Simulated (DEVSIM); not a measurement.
Structure: Pt/AlN/SiO2/n-Si capacitor, at 300 K.

| layer (left to right) | material | thickness (nm) | Nd (cm⁻³) |
|---|---|---|---|
| 1 | AlN | 6.00 | - |
| 2 | SiO2 | 0.980 | - |
| 3 | Si | 6200 | 8.5e15 |

Metal gate on the left, work function 5.6 eV. Fixed charge at the semiconductor interface -2.3e10 cm⁻² (in units of +e); no interface traps.

The device is made up for the run: typed textbook-type constants, with dimensions and the other settings drawn at random. Values at 300 K; Nc and Nv go as T^1.5, mobilities as T to minus their exponent, the gap by Varshni's rule with the affinity fixed.

```csv
parameter,AlN,SiO2,Si
gap (eV),6.1,9,1.124
affinity (eV),1.9,0.9,4.05
permittivity,8.5,3.9,11.7
Nc (cm⁻³),-,-,2.86e19
Nv (cm⁻³),-,-,3.1e19
Varshni α (eV/K),-,-,0.000473
Varshni β (K),-,-,636
```

DEVSIM, 1D Poisson equation in equilibrium, Boltzmann statistics, complete ionisation; no quantum confinement or tunnelling. Metal contacts follow the ideal Schottky-Mott rule: no Fermi-level pinning, no interface dipoles.

The temperature was swept, all else fixed.

```
temperature (K)  threshold voltage (band bending 2φF) (V)  minimum of the low-frequency capacitance (μF/cm²)  flat-band voltage (V)
---------------  ----------------------------------------  -------------------------------------------------  ---------------------
250                                                  0.54                                             0.0321                   1.38
300                                                  0.59                                             0.0344                   1.34
350                                                  0.65                                             0.0390                   1.30
400                                                  0.71                                             0.0442                   1.26
450                                                  0.78                                             0.0527                   1.22
500                                                  0.84                                             0.0688                   1.17
```

From the first row to the last the threshold voltage (band bending 2φF) goes from 0.54 to 0.84. From the first row to the last the minimum of the low-frequency capacitance goes from 0.0321 to 0.0688.
